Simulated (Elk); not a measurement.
Input and output of a self-consistent single point for Pd (Fm-3m, 1 atom in the cell) (Elk).

Computed with PBE, all-electron FP-LAPW, Elk's shipped species files, LAPW+lo basis (Elk 10.2.4).

```yaml
crystal:
  lattice:
    - [0.00000, 1.95084, 1.95084]
    - [1.95084, 0.00000, 1.95084]
    - [1.95084, 1.95084, 0.00000]
  atoms:
    - { symbol: Pd, position: [0.00000, 0.00000, 0.00000] }
```

Reference input (self-consistent single point, DFT, PBE, all-electron FP-LAPW, Elk's shipped species files, LAPW+lo basis): xctype = 20; rgkmax = 7.5; stype = 3; swidth = 0.00367493 Ha; ngridk = 10 10 10; gmaxvr = 14 1/bohr; nxoapwlo = 1; rmtscf = 0.94. This run's input differs from it in these lines:

```diff
@@ -24,2 +24,8 @@
 
+epspot
+  3.7e-16
+
+epsengy
+  3.7e-14
+
 avec
```

Log, with long lists cut:

```
│ Self-consistent loop started │
│ Loop number : 1 │
 total energy                :     -5038.58879608
│ Loop number : 2 │
 total energy                :     -5039.00402492
RMS change in Kohn-Sham potential (target) :   0.2813797789     (  0.3700000000E-15)
Absolute change in total energy (target)   :   0.4152288452     (  0.3700000000E-13)
│ Loop number : 3 │
 total energy                :     -5041.05021897
RMS change in Kohn-Sham potential (target) :   0.2269629231     (  0.3700000000E-15)
Absolute change in total energy (target)   :    2.150001259     (  0.3700000000E-13)
│ Loop number : 4 │
   [... lines left out ...]
Absolute change in total energy (target)   :   0.2429551387E-06 (  0.3700000000E-13)
│ Loop number : 198 │
 total energy                :     -5047.15536027
RMS change in Kohn-Sham potential (target) :   0.2404912650E-08 (  0.3700000000E-15)
Absolute change in total energy (target)   :   0.2215256245E-07 (  0.3700000000E-13)
│ Loop number : 199 │
 total energy                :     -5047.15536104
RMS change in Kohn-Sham potential (target) :   0.2756225979E-08 (  0.3700000000E-15)
Absolute change in total energy (target)   :   0.7641065167E-06 (  0.3700000000E-13)
│ Loop number : 200 │
Reached self-consistent loops maximum

Energies :
 Fermi                       :     0.322281988684
 total energy                :     -5047.15536021

Density of states at Fermi energy :    46.13467412
 (states/Hartree/unit cell)

Estimated indirect band gap :   0.1962092618E-02
 from k-point     19 to k-point     46
Estimated direct band gap   :   0.1349673447E-01
 at k-point     31

Charges :
 core                        :    28.00000000
 valence                     :    18.00000000
 interstitial                :    1.305338594
 muffin-tins (core leakage)
  species :    1 (Pd)
   atom    1                 :    44.69466141     (  0.1748212242E-07)
 total in muffin-tins        :    44.69466141
 total calculated charge     :    46.00896247
 total charge                :    46.00000000
 error                       :   0.8962466294E-02

│ Self-consistent loop stopped │
```

The run ended unconverged after 200 iterations. 

The starting cell has typed, rounded lattice constants, without a prior relaxation at this level. Its lattice was rescaled by up to half a per cent. Values depend on the basis (sphere radii, cutoffs, local orbitals), which need not be converged.

Cost on one core of a shared machine: roughly 40 s.
